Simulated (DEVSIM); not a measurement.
System: abrupt Si n-p junction, at 400 K.

```tsv
layer (left to right)	material	thickness (μm)	Nd (cm⁻³)	Na (cm⁻³)	τn (s)	τp (s)
1	Si	0.300	1.9e18	-	1.8e-7	1.8e-7
2	Si	0.380	-	1.7e14	1.8e-7	1.8e-7
```

Left contact: ohmic. Right contact: ohmic. Voltage is applied to the left contact. Recombination: SRH at mid-gap, radiative, Auger. Mobility is μmin + (μ − μmin)/(1 + (N/Nref)^α).

Constants are typed, rounded textbook-type inputs, not results; the design itself was drawn at random and stands for no fabricated device. Values at 300 K; Nc and Nv go as T^1.5, mobilities as T to minus their exponent, the gap by Varshni's rule with the affinity fixed.

| parameter | Si |
|---|---|
| gap (eV) | 1.124 |
| affinity (eV) | 4.05 |
| permittivity | 11.7 |
| Nc (cm⁻³) | 2.86e19 |
| Nv (cm⁻³) | 3.1e19 |
| μn (cm²/Vs) | 1417 |
| μp (cm²/Vs) | 470 |
| μn,min | 52 |
| μp,min | 45 |
| Nref,n | 9.7e16 |
| Nref,p | 2.2e17 |
| αn | 0.68 |
| αp | 0.72 |
| T exponent of μn | 2.3 |
| T exponent of μp | 2.2 |
| B (cm³/s) | 4.7e-15 |
| Cn (cm⁶/s) | 2.8e-31 |
| Cp (cm⁶/s) | 9.9e-32 |
| Varshni α (eV/K) | 0.000473 |
| Varshni β (K) | 636 |

DEVSIM, 1D drift-diffusion, Boltzmann statistics, complete ionisation; no tunnelling, impact ionisation, image-force lowering or self-heating.

Task: Give the dark reverse current.

Result: 
```tsv
V (V)	J (A/cm²)
0.10	0.28
0.25	0.39
0.50	0.55
0.75	0.70
1.00	0.84
1.50	1.1
2.00	1.4
2.50	1.7
3.25	2.1
4.00	2.6
5.00	3.1
```
